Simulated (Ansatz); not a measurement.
We consider ZrC (model structure, started from the WC type, P-6m2, No. 187, 2 atoms in the cell), described by LDA in Ansatz (PAW).

Run with plane-wave cutoff 520 eV, 24×24×18 k mesh (along the axes of the cell as run), Fermi–Dirac smearing 0.05 eV, scalar-relativistic PAW data made under PBE.

Cell (relaxed at this level):

```
CELL_PARAMETERS angstrom
      3.21499     0.00000     0.00000
     -1.60749     2.78426     0.00000
      0.00000     0.00000     2.89895
ATOMIC_POSITIONS crystal
  Zr 0.00000 0.00000 0.00000
  C  0.66667 0.33333 0.50000
```

**Question.** Give the computed bulk modulus.

**Answer.** 
- bulk modulus: 205 GPa

The run finds no gap.

Note: the bulk modulus is −V dP/dV from two relaxed cells at ±2 % in volume; the relaxation could raise the start's symmetry but not lower it, so the cell can be a saddle point.

Computing time: very roughly 90 core-seconds.

A model structure was made by putting elements into a prototype or built by hand; it is no filed structure, need not be a known phase, and can be a saddle point held by its symmetry.

Ansatz is a first-principles code.
